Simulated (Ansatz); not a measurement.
The reference is TaN in the rock salt structure (space group Fm-3m, No. 225; a = 4.375 Å).

Computed with PBEsol (Ansatz, an electronic-structure program, PAW, spin-orbit coupling left out), earlier PAW set.

Base values:

- Volume per atom: 10.46 Å³

One thing is altered: a hydrostatic pressure of 2.1 GPa.

Task: Predict the new volume per atom.

Result: The volume per atom falls by 0.06 Å³ to 10.40 Å³.

Load acts through the strain it causes; cell and atoms are relaxed under it. Stability against distortions was not tested. All final runs are without spin polarisation. This is not the structure that TaN has at room temperature and ambient pressure.
